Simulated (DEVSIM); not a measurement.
Structure: Schottky contact on n-type Si, at 400 K.

```
layer (left to right)  material  thickness (μm)  Nd (cm⁻³)   τn (s)   τp (s)
---------------------  --------  --------------  ---------  -------  -------
1                            Si            5.40     9.2e15  0.00038  0.00038
2                            Si            2.20     5.2e17  0.00038  0.00038
```

Left contact: Schottky, work function 4.47 eV, emission velocity 8.7e6 cm/s. Right contact: ohmic. Voltage is applied to the left contact. Recombination: SRH at mid-gap, radiative. Mobility is μmin + (μ − μmin)/(1 + (N/Nref)^α).

Constants are typed, rounded textbook-type inputs, not results; the design itself was drawn at random and stands for no fabricated device. Values at 300 K; Nc and Nv go as T^1.5, mobilities as T to minus their exponent, the gap by Varshni's rule with the affinity fixed.

| parameter | Si |
|---|---|
| gap (eV) | 1.124 |
| affinity (eV) | 4.05 |
| permittivity | 11.7 |
| Nc (cm⁻³) | 2.86e19 |
| Nv (cm⁻³) | 3.1e19 |
| μn (cm²/Vs) | 1417 |
| μp (cm²/Vs) | 470 |
| μn,min | 52 |
| μp,min | 45 |
| Nref,n | 9.7e16 |
| Nref,p | 2.2e17 |
| αn | 0.68 |
| αp | 0.72 |
| T exponent of μn | 2.3 |
| T exponent of μp | 2.2 |
| B (cm³/s) | 4.7e-15 |
| Varshni α (eV/K) | 0.000473 |
| Varshni β (K) | 636 |

Model (solved in DEVSIM): 1D drift-diffusion, Boltzmann statistics, complete ionisation; no tunnelling, impact ionisation, image-force lowering or self-heating. Metal contacts follow the ideal Schottky-Mott rule: no Fermi-level pinning, no interface dipoles.

The temperature was swept, all else fixed.

```csv
temperature (K),dark forward voltage at 100 A/cm² (V),potential step across the device at zero bias (V)
250,0.179,0.340
300,0.132,0.316
350,0.094,0.292
400,0.081,0.267
450,…,0.241
500,0.101,0.214
```

### Question
Complete the blanks.

### Answer

- 450, dark forward voltage at 100 A/cm² (V): 0.087
